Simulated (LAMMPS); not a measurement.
Consider a melt made from Au (fcc), 2048 atoms, at 1200 K and 0 GPa, brought to that temperature within a few picoseconds in molecular dynamics.

Computed with classical MD, pair style meam, file library.meam (library.meam-Au); code LAMMPS.

Problem. What does the simulation give for the state found, the volume per atom, the first peak of g(r), the enthalpy per atom?

Solution. state found: liquid; volume per atom: 18.338 ± 0.008 Å³/atom; first peak of g(r): 2.74 Å, height 3.0; enthalpy per atom: -3.4470 ± 0.0007 eV/atom.

Caution: the potential MEAM library.meam-Au is a first-neighbour MEAM set with a 4 Å cutoff, used here without a parameter file and away from the static properties it was fitted to. Caution: this liquid lies under the measured melting point of 1337 K, so it is undercooled or the potential melts low. Caution: a run this short can hold a crystal over, or a liquid under, the potential's own melting point, which these runs don't give.
